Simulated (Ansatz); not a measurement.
We consider LiF (model structure, started from the CsCl type, Pm-3m, No. 221, 2 atoms in the cell), described by LDA in Ansatz (PAW).

Input file:

Ansatz 0.2 input:
```yaml
crystal:
  lattice:
    - [2.4659889996, 0.0, 0.0]
    - [0.0, 2.4659889996, 0.0]
    - [0.0, 0.0, 2.4659889996]
  atoms:
    - { symbol: Li, position: [0.0, 0.0, 0.0] }
    - { symbol: F, position: [0.5, 0.5, 0.5] }
basis:
  ecutwfc: 520
  ecutrho_ratio: 4
  xc_grid: 2
kpoints:
  mp_grid: { grid: [14, 14, 14] }
  band_path:
    path:
      - [0.0, 0.0, 0.0]
      - [0.0, 0.038462, 0.0]
      - [0.0, 0.076923, 0.0]
      - [0.0, 0.115385, 0.0]
      - [0.0, 0.153846, 0.0]
      - [0.0, 0.192308, 0.0]
      - [0.0, 0.230769, 0.0]
      - [0.0, 0.269231, 0.0]
      - [0.0, 0.307692, 0.0]
      - [0.0, 0.346154, 0.0]
      - [0.0, 0.384615, 0.0]
      - [0.0, 0.423077, 0.0]
      - [0.0, 0.461538, 0.0]
      - [0.0, 0.5, 0.0]
      - [0.038462, 0.5, 0.0]
      - [0.076923, 0.5, 0.0]
      - [0.115385, 0.5, 0.0]
      - [0.153846, 0.5, 0.0]
      - [0.192308, 0.5, 0.0]
      - [0.230769, 0.5, 0.0]
      - [0.269231, 0.5, 0.0]
      - [0.307692, 0.5, 0.0]
      - [0.346154, 0.5, 0.0]
      - [0.384615, 0.5, 0.0]
      - [0.423077, 0.5, 0.0]
      - [0.461538, 0.5, 0.0]
      - [0.5, 0.5, 0.0]
      - [0.473684, 0.473684, 0.0]
      - [0.447368, 0.447368, 0.0]
      - [0.421053, 0.421053, 0.0]
      - [0.394737, 0.394737, 0.0]
      - [0.368421, 0.368421, 0.0]
      - [0.342105, 0.342105, 0.0]
      - [0.315789, 0.315789, 0.0]
      - [0.289474, 0.289474, 0.0]
      - [0.263158, 0.263158, 0.0]
      - [0.236842, 0.236842, 0.0]
      - [0.210526, 0.210526, 0.0]
      - [0.184211, 0.184211, 0.0]
      - [0.157895, 0.157895, 0.0]
      - [0.131579, 0.131579, 0.0]
      - [0.105263, 0.105263, 0.0]
      - [0.078947, 0.078947, 0.0]
      - [0.052632, 0.052632, 0.0]
      - [0.026316, 0.026316, 0.0]
      - [0.021739, 0.021739, 0.021739]
      - [0.043478, 0.043478, 0.043478]
      - [0.065217, 0.065217, 0.065217]
      - [0.086957, 0.086957, 0.086957]
      - [0.108696, 0.108696, 0.108696]
      - [0.130435, 0.130435, 0.130435]
      - [0.152174, 0.152174, 0.152174]
      - [0.173913, 0.173913, 0.173913]
      - [0.195652, 0.195652, 0.195652]
      - [0.217391, 0.217391, 0.217391]
      - [0.23913, 0.23913, 0.23913]
      - [0.26087, 0.26087, 0.26087]
      - [0.282609, 0.282609, 0.282609]
      - [0.304348, 0.304348, 0.304348]
      - [0.326087, 0.326087, 0.326087]
      - [0.347826, 0.347826, 0.347826]
      - [0.369565, 0.369565, 0.369565]
      - [0.391304, 0.391304, 0.391304]
      - [0.413043, 0.413043, 0.413043]
      - [0.434783, 0.434783, 0.434783]
      - [0.456522, 0.456522, 0.456522]
      - [0.478261, 0.478261, 0.478261]
      - [0.5, 0.5, 0.5]
      - [0.473684, 0.5, 0.473684]
      - [0.447368, 0.5, 0.447368]
      - [0.421053, 0.5, 0.421053]
      - [0.394737, 0.5, 0.394737]
      - [0.368421, 0.5, 0.368421]
      - [0.342105, 0.5, 0.342105]
      - [0.315789, 0.5, 0.315789]
      - [0.289474, 0.5, 0.289474]
      - [0.263158, 0.5, 0.263158]
      - [0.236842, 0.5, 0.236842]
      - [0.210526, 0.5, 0.210526]
      - [0.184211, 0.5, 0.184211]
      - [0.157895, 0.5, 0.157895]
      - [0.131579, 0.5, 0.131579]
      - [0.105263, 0.5, 0.105263]
      - [0.078947, 0.5, 0.078947]
      - [0.052632, 0.5, 0.052632]
      - [0.026316, 0.5, 0.026316]
      - [0.5, 0.5, 0.461538]
      - [0.5, 0.5, 0.423077]
      - [0.5, 0.5, 0.384615]
      - [0.5, 0.5, 0.346154]
      - [0.5, 0.5, 0.307692]
      - [0.5, 0.5, 0.269231]
      - [0.5, 0.5, 0.230769]
      - [0.5, 0.5, 0.192308]
      - [0.5, 0.5, 0.153846]
      - [0.5, 0.5, 0.115385]
      - [0.5, 0.5, 0.076923]
      - [0.5, 0.5, 0.038462]
    npoints: 1
hamiltonian:
  xc: lda
  dispersion: none
  pseudopotentials: { kind: paw }
scf:
  occupations: { method: fermi_dirac, width: 0.01 }
  convergence: { dr2_threshold: 0.0000000002 }
output:
  forces: true
  stress: true
  eigenvalues: true
  write_bands: true
```

Output (set-up and result lines):

```
Crystal: 2 atoms, lattice volume = 14.996 Å³
Basis set: ecut = 520 eV, 437 PW (Γ), exchange–correlation on 40×40×40 points (8 copies of the dense FFT grid, shifted against one another)
Bands: 9, of which v1, the nominal top of the filled ones, is band 5 counted from 1 (4 counted from 0)
Symmetry: 48 space group operations
Space group: Pm-3m (ITA 221), of the structure as read, at distance tolerance 2.5e-5 Å
k-points: 120 of 2744
Functional: x = slater, c = lda
SCF iter   1: F=—  HF=-998.137605 eV  |F-HF|=—  |Δ(HF+E_count)|=         —  Δρ=2.25e-2  dr2=5.40e-2
SCF iter   2: F=—  HF=-998.120046 eV  |F-HF|=—  |Δ(HF+E_count)|=   1.76e-2  Δρ=1.10e-2  dr2=6.87e-3
  ...
SCF iter   6: F=—  HF=-998.116630 eV  |F-HF|=—  |Δ(HF+E_count)|=   2.31e-7  Δρ=8.24e-7  dr2=5.17e-11
SCF iter   7: F=-998.116630 eV  HF=-998.116630 eV  |F-HF|=2.27e-13  |Δ(HF+E_count)|=  6.93e-12  Δρ=7.01e-8  dr2=3.29e-13
SCF 1 converged in 7 iterations: F = -998.116630 eV  dr2 = 3.29e-13
SCF converged after 7 iterations
Free energy (F): -998.116630 eV
Internal energy: -998.116630 eV  (E = F + TS)
E sigma→0 (E₀):  -998.116630 eV
Fermi energy:    6.862977 eV
--- Stress (GPa, compression-positive) ---
        0.000799      -0.000000       0.000000
        0.000000       0.000799       0.000000
        0.000000       0.000000       0.000799
  P = ⅓ Tr σ = 0.0008 GPa (0.008 kbar)
```

The PAW data were made under PBE.

Note: the relaxation could raise the start's symmetry but not lower it, so the cell can be a saddle point.

A model structure was made by putting elements into a prototype or built by hand; it is no filed structure, need not be a known phase, and can be a saddle point held by its symmetry.

Ansatz is a quantum-chemistry and plane-wave program.
